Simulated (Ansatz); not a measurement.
Sn, pressure series

Take Sn in the diamond structure (space group Fd-3m, No. 227) as the base.

```
CELL_PARAMETERS angstrom
      0.00000     3.32808     3.32808
      3.32808     0.00000     3.32808
      3.32808     3.32808     0.00000
ATOMIC_POSITIONS crystal
  Sn 0.00000 0.00000 0.00000
  Sn 0.25000 0.25000 0.25000
```

Cell and atoms are relaxed at each pressure.

Calculations: plane-wave PAW DFT at the PBE level (Ansatz, a program for electronic structure, 420 eV), spin-orbit coupling left out.

Notes on the quantities. enthalpy: H = E + PV relative to the base's energy.

| change | enthalpy | density |
|---|---|---|
| base | – | 5.35 g/cm³ |
| pressure −2 GPa | -0.47 eV/atom | 5.01 g/cm³ |
| pressure −1 GPa | -0.23 eV/atom | 5.19 g/cm³ |
| pressure 0.9 GPa | +0.20 eV/atom | (withheld) |
| pressure 2.1 GPa | +0.47 eV/atom | 5.63 g/cm³ |
| pressure 4.5 GPa | +0.98 eV/atom | 5.91 g/cm³ |
| pressure 9 GPa | +1.89 eV/atom | 6.32 g/cm³ |
| pressure 15 GPa | +3.01 eV/atom | 6.78 g/cm³ |
| pressure 22.5 GPa | +4.33 eV/atom | 7.24 g/cm³ |
| pressure 30 GPa | +5.57 eV/atom | 7.63 g/cm³ |

Question: Complete the table.

Answer: 
- pressure 0.9 GPa, density: 5.48 g/cm³

Load acts through the strain it causes; cell and atoms are relaxed under it. Stability against distortions was not tested. Tetrahedral semiconductors of this kind turn to denser phases somewhere between about 1 and 50 GPa; those were not computed, so compressed cells here can lie past the real transition.
